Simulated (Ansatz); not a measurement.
Take Ta in the bcc (W type) structure (space group Im-3m, No. 229) as the base.

```xyz
1
Lattice="-1.6410 1.6410 1.6410 1.6410 -1.6410 1.6410 1.6410 1.6410 -1.6410" Properties=species:S:1:pos:R:3 pbc="T T T"
Ta     0.0000     0.0000     0.0000
```

Computed with plane-wave PAW DFT at the PBEsol level (Ansatz, a quantum-chemistry and plane-wave program, 420 eV), spin-orbit coupling left out.

One change was made to it. Results:

The density falls by 10.47 g/cm³ to 6.53 g/cm³; the shortest interatomic distance shrinks by 0.280 Å (2.842 Å → 2.562 Å).

Task: Which change produced these results?
A) Ta → Re
B) Ta → Nb
C) Ta → V
D) Ta → Al

Result: C, Ta → V. For comparison, the density in the other runs: Ta → Nb gives 8.81 g/cm³; Ta → Re gives 21.06 g/cm³; Ta → Al gives 2.70 g/cm³.

Stability against distortions was not tested. For Re and Al in this form, whether it has been made was not checked. Seeded moments were not kept for Ta → V. The final runs are not spin-polarised. This is not the structure that Re has at room temperature and ambient pressure. This is not the structure that Al has at room temperature and ambient pressure.
